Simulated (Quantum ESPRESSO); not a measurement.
Input and output of a self-consistent single point for SrMg6Cd (Amm2, 8 atoms in the cell) (Quantum ESPRESSO).

Method of the run: PBEsol, SSSP 1.1.2 efficiency (PBE) pseudopotentials (plane waves; Quantum ESPRESSO).

```
SrMg6Cd
1.0
    5.24693     0.00000     0.00000
    0.00000     3.34142     5.93863
    0.00000    -3.34142     5.93863
Sr Mg Cd
1 6 1
Direct
  0.50000   0.16873   0.16873
  0.50000   0.66262   0.17522
  0.50000   0.17522   0.66262
  0.00000   0.81577   0.34291
  0.00000   0.34291   0.81577
  0.00000   0.34189   0.34189
  0.00000   0.83225   0.83225
  0.50000   0.66061   0.66061
```

Reference input (self-consistent single point, DFT, PBEsol, plane waves, SSSP 1.1.2 efficiency (PBE) pseudopotentials): ecutwfc = 45 Ry; ecutrho = 360 Ry; occupations = smearing; smearing = fermi-dirac; degauss = 0.0073499 Ry; input_dft = pbesol; K_POINTS = automatic 4 3 3 1 1 1; conv_thr = 1e-09 Ry; mixing_beta = 0.3. This run's input differs from it in these lines:

```diff
@@ -12,4 +12,4 @@
    ntyp = 3
-   ecutwfc = 45
-   ecutrho = 360
+   ecutwfc = 90
+   ecutrho = 720
    occupations = 'smearing'
```

Output (repeated stretches shortened):

```
     Self-consistent Calculation

     iteration #  1     ecut=    90.00 Ry     beta= 0.30

     Threshold (ethr) on eigenvalues was too large:
     Diagonalizing with lowered threshold

     negative rho (up, down):  6.392E-02 0.000E+00

     total energy              =    -388.33911349 Ry
     estimated scf accuracy    <       0.15157636 Ry

     iteration #  2     ecut=    90.00 Ry     beta= 0.30

     negative rho (up, down):  6.423E-02 0.000E+00

     total energy              =    -388.35963681 Ry
     estimated scf accuracy    <       0.02135739 Ry

     iteration #  3     ecut=    90.00 Ry     beta= 0.30

     negative rho (up, down):  6.484E-02 0.000E+00

     total energy              =    -388.35994960 Ry
     estimated scf accuracy    <       0.00831909 Ry

   [... 8 blocks of this kind left out ...]

     iteration # 12     ecut=    90.00 Ry     beta= 0.30

     negative rho (up, down):  6.540E-02 0.000E+00

     total energy              =    -388.36139426 Ry
     estimated scf accuracy    <          2.3E-09 Ry

     iteration # 13     ecut=    90.00 Ry     beta= 0.30

     negative rho (up, down):  6.540E-02 0.000E+00
     End of self-consistent calculation

     the Fermi energy is     4.7251 ev

!    total energy              =    -388.36139418 Ry
     estimated scf accuracy    <          3.6E-11 Ry
     smearing contrib. (-TS)   =      -0.01067737 Ry
     internal energy E=F+TS    =    -388.35071681 Ry

     convergence has been achieved in  13 iterations

     negative rho (up, down):  6.540E-02 0.000E+00

     Forces acting on atoms (cartesian axes, Ry/au):

     atom    1 type  1   force =     0.00000000    0.00000000    0.00048328
     atom    2 type  2   force =     0.00000000    0.00015095    0.00183262
     atom    3 type  2   force =     0.00000000   -0.00015095    0.00183262
     atom    4 type  2   force =     0.00000000   -0.00056315   -0.00058237
     atom    5 type  2   force =     0.00000000    0.00056315   -0.00058237
   [... lines left out ...]
     Total force =     0.005030     Total SCF correction =     0.000009
   [... lines left out ...]

     negative rho (up, down):  6.540E-02 0.000E+00
          total   stress  (Ry/bohr**3)                   (kbar)     P=      -11.11
  -0.00008183   0.00000000   0.00000000          -12.04        0.00        0.00
   0.00000000  -0.00006775   0.00000000            0.00       -9.97        0.00
   0.00000000   0.00000000  -0.00007692            0.00        0.00      -11.31

   JOB DONE.
```

The run converged in 13 iterations. Against the reference run the free energy drops by 9.7 meV/atom, the pressure goes from -1.29 to -1.11 GPa and the largest force stays at 0.072 eV/Å.

The starting cell comes from a database of computed structures (which also holds hypothetical and non-ambient phases and stackings), without a prior relaxation at this level.

Cost on one core of a shared machine: roughly 6 min.
